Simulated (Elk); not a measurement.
Elk run on BaS (Fm-3m, 2 atoms in the cell): self-consistent single point.

Level of theory: Elk 10.2.4 with PBE, spin-orbit coupling in second variation, all-electron FP-LAPW, Elk's shipped species files, APW+lo basis with extra local orbitals.

```yaml
crystal:
  lattice:
    - [0.00000, 3.19500, 3.19500]
    - [3.19500, 0.00000, 3.19500]
    - [3.19500, 3.19500, 0.00000]
  atoms:
    - { symbol: Ba, position: [0.00000, 0.00000, 0.00000] }
    - { symbol: S, position: [0.50000, 0.50000, 0.50000] }
```

Reference input (self-consistent single point, DFT, PBE, all-electron FP-LAPW, Elk's shipped species files, APW+lo basis with extra local orbitals): xctype = 20; rgkmax = 7.5; stype = 3; swidth = 0.000367493 Ha; ngridk = 7 7 7; tforce = true; gmaxvr = 18 1/bohr; lmaxapw = 10; lmaxo = 8; nxlo = 2; lorbcnd = true; lradstp = 2. This run's input differs from it in these lines:

```diff
@@ -5,2 +5,5 @@
   20
+
+spinorb
+  .true.
 
@@ -36,2 +39,5 @@
 
+nempty
+  10
+
 stype
```

Log, with long lists cut:

```
│ Self-consistent loop started │
│ Loop number : 1 │
 total energy                :     -8547.29758483
 total moment                :  -0.1340771795E-23  0.2060599851E-23 -0.2052899687E-23
│ Loop number : 2 │
 total energy                :     -8547.24262779
 total moment                :   0.1138870280E-23  0.4888930365E-24 -0.1710293954E-23
RMS change in Kohn-Sham potential (target) :   0.1492308972     (  0.1000000000E-05)
Absolute change in total energy (target)   :   0.5495703656E-01 (  0.1000000000E-03)
│ Loop number : 3 │
 total energy                :     -8546.54376520
   [... lines left out ...]
 total energy                :     -8538.75860906
 total moment                :   0.1272039370E-23  0.3771475434E-23  0.1511246842E-23
RMS change in Kohn-Sham potential (target) :   0.1696471979E-06 (  0.1000000000E-05)
Absolute change in total energy (target)   :   0.1259296259E-03 (  0.1000000000E-03)
│ Loop number : 15 │
 total energy                :     -8538.75857780
 total moment                :  -0.2585275469E-23  0.3476348307E-23 -0.1682433037E-23
RMS change in Kohn-Sham potential (target) :   0.2292245287E-07 (  0.1000000000E-05)
Absolute change in total energy (target)   :   0.6274969746E-04 (  0.1000000000E-03)
Convergence targets achieved

│ Loop number : 16 │

Energies :
 Fermi                       :     0.170848584990
 xc effective B-field        :    -0.296067107847E-11
 external B-field            :      0.00000000000
 total energy                :     -8538.75857749
 (external B-field energy excluded from total)

Density of states at Fermi energy :   0.2720906271E-06
 (states/Hartree/unit cell)

Estimated indirect band gap :   0.8157882369E-01
 from k-point      1 to k-point     15
Estimated direct band gap   :   0.8451820354E-01
 at k-point     15

Charges :
 core                        :    46.00000000
 valence                     :    26.00000000
 interstitial                :    3.789901454
 muffin-tins (core leakage)
  species :    1 (Ba)
   atom    1                 :    53.67950114     (  0.5296838765E-05)
   [... lines left out ...]
 total moment                :  -0.2613094383E-23 -0.8478538882E-24  0.1072683478E-23
   [... lines left out ...]
   total force               :     0.00000000   -0.00000000   -0.00000000
   total magnitude           :     0.00000000
 species :    2 (S)
  atom :    1
   Hellmann-Feynman          :    -0.00000000    0.00000000   -0.00000000
   IBS                       :     0.00000000   -0.00000000    0.00000000
   total force               :    -0.00000000    0.00000000    0.00000000
   total magnitude           :     0.00000000
```

The run converged in 16 iterations. The count includes the last loop, which Elk runs after its targets are met. Against the reference run the gap on the mesh goes from 2.271 to 2.220 eV.

The starting cell has typed, rounded lattice constants, without a prior relaxation at this level. Values depend on the basis (sphere radii, cutoffs, local orbitals), which need not be converged.
